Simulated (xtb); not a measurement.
xtb 6.7.1, GFN1-xTB: Ti(S)(OH)(OMe) (C[O][Ti]([OH])=[S]), 9 atoms. The geometry is a generated start, not checked to be a minimum at this level.

```
Item                                                                                                            Value
------------------------  -------------------------------------------------------------------------------------------
method                                                                                                       GFN1-xTB
--acc                                                                                                     1 (default)
--etemp (K)                                                                                             300 (default)
detailed input (--input)  none: ANC optimiser, Lindh (1995) Hessian, microcycle=20, maxdispl=1.0, hlow=0.01 (default)
basis functions                                                                                                    40
valence electrons                                                                                                  30
```

```xyz
9

Ti     0.1200     1.0365     0.6214
S      1.5260     2.4538    -0.2262
O     -0.6172     1.7057     1.9790
H     -0.9623     2.1867     2.7325
O      0.1197    -0.3385    -0.3310
C     -0.0202    -1.5225    -1.0475
H     -0.2601    -1.2954    -2.0940
H      0.9188    -2.0898    -1.0164
H     -0.8248    -2.1366    -0.6179
```

Charge 0 and multiplicity 1 are set for this test and not shown to be the ground state.

The structure is relaxed from this start with --opt LEVEL for the levels crude, sloppy, loose, lax, normal, tight, vtight, extreme, once each. Up to the end of the extreme run atoms move by at most 2.4 Å along an axis.

Choose the cheapest level whose final energy lies within 1 meV of that of extreme.

normal: 73 cycles against 81, ending 0.098 meV above.

| level | cycles | energy above the extreme run (meV) | gradient norm (eV/Å) |
|---|---|---|---|
| crude | 32 | 40 | 0.49 |
| sloppy | 36 | 27 | 0.28 |
| loose | 41 | 21 | 0.19 |
| lax | 43 | 20 | 0.11 |
| normal | 73 | 0.098 | 0.047 |
| tight | 75 | 0.048 | 0.018 |
| vtight | 80 | under 0.01 | 0.0030 |
| extreme | 81 | — | 0.0018 |
